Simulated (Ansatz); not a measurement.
Results of PBEsol (Ansatz, an electronic-structure program, PAW) for CaTiO3 (Imma, No. 74, 10 atoms in the cell; start mp-556003; a measured phase of this formula has another space group).

Settings: plane-wave cutoff 520 eV, 10×10×10 k mesh, Fermi–Dirac smearing 0.01 eV, no spin polarisation, scalar-relativistic PAW data made under PBE.

Cell (relaxed at this level):

```cif
data_Ca4O12Ti4
_chemical_formula_sum 'Ca4 Ti4 O12'
_space_group_name_H-M_alt 'Imma'
_space_group_IT_number 74
_space_group_name_Hall '-I 2b 2'
_cell_length_a 5.40378
_cell_length_b 7.57015
_cell_length_c 5.41139
_cell_angle_alpha 90.000
_cell_angle_beta 90.000
_cell_angle_gamma 90.000
loop_
_space_group_symop_operation_xyz
  'x, y, z'
  '-x, -y, -z'
  '-x, -y+1/2, z'
  'x, y+1/2, -z'
  'x, -y, -z'
  '-x, y, z'
  '-x, y+1/2, -z'
  'x, -y+1/2, z'
  'x+1/2, y+1/2, z+1/2'
  '-x+1/2, -y+1/2, -z+1/2'
  '-x+1/2, -y, z+1/2'
  'x+1/2, y, -z+1/2'
  'x+1/2, -y+1/2, -z+1/2'
  '-x+1/2, y+1/2, z+1/2'
  '-x+1/2, y, -z+1/2'
  'x+1/2, -y, z+1/2'
loop_
_atom_site_label
_atom_site_type_symbol
_atom_site_symmetry_multiplicity
_atom_site_Wyckoff_symbol
_atom_site_fract_x
_atom_site_fract_y
_atom_site_fract_z
_atom_site_occupancy
Ca1 Ca 4 e 0.00000 0.25000 0.01301 1
Ti1 Ti 4 b 0.00000 0.00000 0.50000 1
O1 O 8 g 0.25000 0.04709 0.25000 1
O2 O 4 e 0.00000 0.25000 0.58646 1
```
(The calculation used a cell of 10 atoms; values per cell refer to that cell.)

Problem. What does this level give for the band gap and direct gap at Γ?

Solution. 
- band gap: 2.25 eV (on the SCF k mesh)
- direct gap at Γ: 2.34 eV

Note: the relaxation could not lower the start's symmetry, so the cell can be a saddle point above a distorted one.

The computed numbers hold no vibrational or temperature effects.

It cost about 10 core-minutes (a rough figure) of CPU time.

A start named mp-… is a Materials Project structure, which need not be a measured phase.
